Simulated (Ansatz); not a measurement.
Ansatz (a program for electronic structure) run on NiI₂ (R-3m, 3 atoms in the cell): relaxation of the atoms.

Method: PBEsol, default PAW files made with PBE (plane waves; Ansatz).

```
NiI2
1.0
    1.98679     1.14707     7.04102
   -1.98679     1.14707     7.04102
    0.00000    -2.29415     7.04102
Ni I
1 2
Direct
  0.00000   0.00000   0.00000
  0.26046   0.26046   0.26046
  0.73954   0.73954   0.73954
```
Moments meant for the start (each program seeds them in its own way; μB, in the order of the atoms Ni I I): 2.0 0.0 0.0.

Reference input (self-consistent single point, DFT, PBEsol, plane waves, default PAW files made with PBE): basis.ecutwfc = 30.9 Ry; kpoints.mp_grid.grid = 9 9 9; hamiltonian.xc = pbesol; hamiltonian.pseudopotentials = {kind: paw} (the program's default PAW files); magnetization.spin_polarized = true; scf.occupations.method = methfessel_paxton; scf.occupations.width = 0.0147 Ry. This run's input differs from it in these lines:

```diff
@@ -21,2 +21,3 @@
   occupations: { method: methfessel_paxton, width: 0.0147 Ry }
+relax: {}
 output:
```

Output (repeated stretches shortened):

```
   [... SCF lines of the steps left out ...]
relax step   1: F+E_penalty+E_count = -20669.75362379 eV  Δ(F+E_penalty+E_count) = +0.000e0 eV  max|allowed force component| = 5.507e-1 eV/Å  Δτ_max = 0.0000 Å  (17 SCF iters, dr2 threshold 2.50e-6 eV, accepted)
relax step   2: F+E_penalty+E_count = -20669.72284587 eV  Δ(F+E_penalty+E_count) = +3.078e-2 eV  max|allowed force component| = 8.172e-1 eV/Å  Δτ_max = 0.1935 Å  (7 SCF iters, dr2 threshold 1.90e-5 eV, rejected (line search))
relax step   3: F+E_penalty+E_count = -20669.80351398 eV  Δ(F+E_penalty+E_count) = -4.989e-2 eV  max|allowed force component| = 8.983e-2 eV/Å  Δτ_max = 0.0761 Å  (10 SCF iters, accepted)
relax step   4: F+E_penalty+E_count = -20669.80467772 eV  Δ(F+E_penalty+E_count) = -1.164e-3 eV  max|allowed force component| = 1.443e-2 eV/Å  Δτ_max = 0.0153 Å  (6 SCF iters, dr2 threshold 5.04e-7 eV, accepted)
relax step   5: F+E_penalty+E_count = -20669.80470780 eV  Δ(F+E_penalty+E_count) = -3.008e-5 eV  max|allowed force component| = 3.491e-4 eV/Å  Δτ_max = 0.0021 Å  (5 SCF iters, accepted)
the relaxation is at rest under the 12 symmetry operations that the run kept from its start: a minimum is not shown …
the relaxation's final electronic state is not compared with the one that a single-point calculation of its input finds at the relaxed geometry …
Stability not checked (fill_not_monotonic)
Magnetization: 2.0168 μB (27.0084 up, 24.9916 down)
   [... lines left out ...]
Absolute magnetization: 2.0893 μB (∫|ρ↑−ρ↓|, with the PAW one-centre terms)
Free energy (F): -20669.804708 eV
Fermi energy:    7.008922 eV
   [... lines left out ...]
  F+E_penalty+E_count = -20669.80470780 eV   max|allowed force component| = 3.491e-4 eV/Å
  atoms:
    - { symbol: Ni, position: [-1.5649351099709114e-27, -1.5649375239666545e-27, 3.129873240000853e-27] }
    - { symbol: I, position: [0.26468455852817496, 0.26468455852817496, 0.264684558528175] }
    - { symbol: I, position: [0.735315441471825, 0.735315441471825, 0.735315441471825] }
```

The run converged. 

Summary of the result:
```
Item                                                      Value
-----------------------------------------------  --------------
Free energy E − TS (on the zero of these files)  -20669.8047 eV
Pressure                                              -1.54 GPa
Size of the cell's spin moment                          2.02 μB
Relaxation steps                                              5
```

The starting cell comes from a database of computed structures (which also holds hypothetical and non-ambient phases and stackings), without a prior relaxation at this level. Its lattice was rescaled by a random factor within 2.5 % of one. With one magnetic atom in the cell only a parallel order is possible. The relaxation keeps the symmetry of its start, so its end need not be a minimum. Ansatz's pressure includes its estimate of the finite-basis (Pulay) stress.

Cost on one core of a shared machine: roughly 3 min.

Keys are those of Ansatz 0.2.
